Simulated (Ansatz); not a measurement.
**Be3N2: pressure −2 GPa**

Consider Be3N2 (space group P6_3/mmc, No. 194; a = 2.837 Å, c = 9.710 Å; a cell from a computed database, its experimental status unchecked).

One thing is altered: a negative pressure, −2 GPa.

The values are results of plane-wave PAW DFT at the PBEsol level (Ansatz, a quantum-chemistry and plane-wave program, 420 eV), no spin-orbit coupling, not measurements. Γ-centred 13×13×4 mesh, Fermi–Dirac width 0.05 eV.

The volume per atom goes up by 0.06 Å³ to 6.83 Å³ and the density falls by 0.025 g/cm³ (2.70 g/cm³ → 2.68 g/cm³). The lattice parameter a rises by 0.008 Å, from 2.837 Å to 2.845 Å and the c/a ratio increases by 0.0024 (3.422 → 3.425). The shortest interatomic distance rises by 0.005 Å, from 1.638 Å to 1.643 Å and the enthalpy H = E + PV relative to the base's energy comes out as -0.08 eV/atom. The band gap shrinks by 0.02 eV (3.25 eV → 3.23 eV) and the gap character stays indirect, Γ → M. The smallest direct gap shrinks by 0.028 eV to 4.63 eV and the width of the top valence band hardly moves (1.75 eV against 1.73 eV). The valence-band top at Γ (three highest levels, from the VBM) stays 0.00, 0.00, -0.38 eV.

Final structure:

```
Be3N2
1.0
    2.84532     0.00000     0.00000
   -1.42266     2.46412     0.00000
    0.00000     0.00000     9.74451
Be N
6 4
Cartesian
  0.00000   1.64274   0.76307
  1.42266   0.82137   8.98144
  1.42266   0.82137   5.63533
  0.00000   1.64274   4.10918
  0.00000   0.00000   2.43613
  0.00000   0.00000   7.30839
  0.00000   0.00000   0.00000
  0.00000   0.00000   4.87226
  0.00000   1.64274   2.43613
  1.42266   0.82137   7.30839
```

Cost of the whole job for the changed cell (relaxation, final SCF and bands): very roughly 50 core-seconds.

Load acts through the strain it causes; cell and atoms are relaxed under it. Whether these cells are dynamically stable was not tested.
